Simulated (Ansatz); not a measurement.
PBE-D3(BJ) against r2SCAN+rVV10: Bi, isotropic strain +5.10 %

Base system: Bi (space group R-3m, No. 166; a = 4.533 Å, c = 11.653 Å (hexagonal axes); relaxed with 0.1 eV smearing).

(Cell as relaxed with PBE-D3(BJ).)

Levels (all Ansatz, a first-principles code, PAW, earlier PAW set): PBE-D3(BJ) (420 eV, scalar-relativistic without spin-orbit coupling); r2SCAN+rVV10 (500 eV, no spin-orbit coupling).

Each level relaxes its own structure.

```json
[
 {"base": "volume per atom", "PBE-D3(BJ)": "34.56 Å³", "r2SCAN+rVV10": "35.53 Å³"},
 {"base": "lattice parameter a", "PBE-D3(BJ)": "4.533 Å", "r2SCAN+rVV10": "4.520 Å"},
 {"base": "band gap", "PBE-D3(BJ)": "zero", "r2SCAN+rVV10": "zero"}
]
```

One thing is altered: the cell is scaled by 1.0510 in all directions; the atoms relax in the strained cell.

| quantity | PBE-D3(BJ) | r2SCAN+rVV10 |
|---|---|---|
| band gap | zero | zero |
| energy relative to the base (free energy F) | +83 meV/atom | +80 meV/atom |
| pressure (mean of the normal stresses, compression positive) | -4.1 GPa | -3.9 GPa |
| largest internal atomic displacement | 0.088 Å | 0.083 Å |

PBE-D3(BJ)'s energy relative to the base lies 2.5 meV/atom above r2SCAN+rVV10's; PBE-D3(BJ)'s pressure lies 0.2 GPa below r2SCAN+rVV10's; the two agree on the band gap. Neither level is exact; r2SCAN+rVV10 is the comparison here, not a measurement.

With Bi present, leaving out spin-orbit coupling can change the band edges. No phonon test of stability was made.
